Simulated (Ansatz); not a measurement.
The structure below was relaxed with Kohn–Sham DFT with the PBE functional, run in Ansatz (a quantum-chemistry and plane-wave program) with PAW and 420 eV plane waves, without spin-orbit coupling, at pressure 15 GPa.

Space group F-43m (No. 216); a = 5.251 Å, b = 5.251 Å, c = 5.251 Å, α = 90.00°, β = 90.00°, γ = 90.00°

```csv
atom,site,symmetry,x,y,z
P,4c,-43m,0.2500,0.2500,0.2500
Ga,4a,-43m,0.0000,0.0000,0.0000
```

Write out a cell with all atoms.


```cif
data_Ga4P4
_chemical_formula_sum 'P4 Ga4'
_space_group_name_H-M_alt 'P 1'
_space_group_IT_number 1
_cell_length_a 5.25124
_cell_length_b 5.25124
_cell_length_c 5.25124
_cell_angle_alpha 90.000
_cell_angle_beta 90.000
_cell_angle_gamma 90.000
loop_
_space_group_symop_operation_xyz
  'x, y, z'
loop_
_atom_site_label
_atom_site_type_symbol
_atom_site_fract_x
_atom_site_fract_y
_atom_site_fract_z
_atom_site_occupancy
P1 P 0.25000 0.25000 0.25000 1
Ga1 Ga 0.00000 0.00000 0.00000 1
P2 P 0.25000 0.75000 0.75000 1
Ga2 Ga 0.00000 0.50000 0.50000 1
P3 P 0.75000 0.25000 0.75000 1
Ga3 Ga 0.50000 0.00000 0.50000 1
P4 P 0.75000 0.75000 0.25000 1
Ga4 Ga 0.50000 0.50000 0.00000 1
```
This is the conventional cell.

Load acts through the strain it causes; cell and atoms are relaxed under it. Whether these cells are dynamically stable was not tested. Tetrahedral semiconductors of this kind turn to denser phases somewhere between about 1 and 50 GPa; those were not computed, so compressed cells here can lie past the real transition. The cell was made from GaP in the zinc blende structure (space group F-43m, No. 216) by this change: pressure 15 GPa.
